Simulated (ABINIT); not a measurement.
Band structure of NbC (P6_3/mmc, 4 atoms in the cell).

```xyz
4
Lattice="3.6890 0.0000 0.0000 -1.8445 3.1947 0.0000 0.0000 0.0000 4.4399" Properties=species:S:1:pos:R:3 pbc="T T T"
Nb     0.0000     2.1298     1.1100
Nb     1.8445     1.0649     3.3300
C      0.0000     2.1298     3.3300
C      1.8445     1.0649     1.1100
```

Method of the run: PBEsol, norm-conserving pseudopotentials (PseudoDojo nc-sr-04 PBEsol standard) (plane waves; ABINIT).

Settings: pseudos = [Nb.upf, C.upf]; ecut = 41 Ha; occopt = 3; tsmear = 0.136 eV; ngkpt = 8 8 6; nshiftk = 1; shiftk = 0 0 0; potentials = PseudoDojo nc-sr-04 PBEsol standard; kptopt = 1; nstep = 80; tolvrs1 = 1e-11; ndtset = 2; getden2 = 1.

The starting cell comes from a database of computed structures (which also holds hypothetical and non-ambient phases and stackings), without a prior relaxation at this level. Its lattice was rescaled by a random factor within 2.5 % of one. Spin polarisation is off.

Levels in eV from the Fermi level, bands 14 to 21:
| point | 14 | 15 | 16 | 17 | 18 | 19 | 20 | 21 |
|---|---|---|---|---|---|---|---|---|
| Γ | -4.29 | -2.94 | -1.10 | -1.10 | 0.19 | 0.44 | 2.25 | 2.25 |
| M | -3.02 | -2.65 | -2.06 | -1.76 | -0.09 | 1.77 | 1.79 | 2.12 |
| K | -3.18 | -3.18 | -3.15 | -1.34 | -0.74 | 1.05 | 2.40 | 2.40 |
| A | -4.95 | -4.79 | -4.79 | 1.82 | 1.82 | 1.82 | 1.82 | 3.48 |
| L | -4.05 | -3.20 | -3.20 | 0.69 | 0.69 | 1.23 | 1.23 | 3.35 |
| H | -3.73 | -3.56 | -3.56 | -0.68 | -0.68 | 2.46 | 2.46 | 3.16 |

Bands cross the Fermi level along this path, so the cell is metallic at this level.
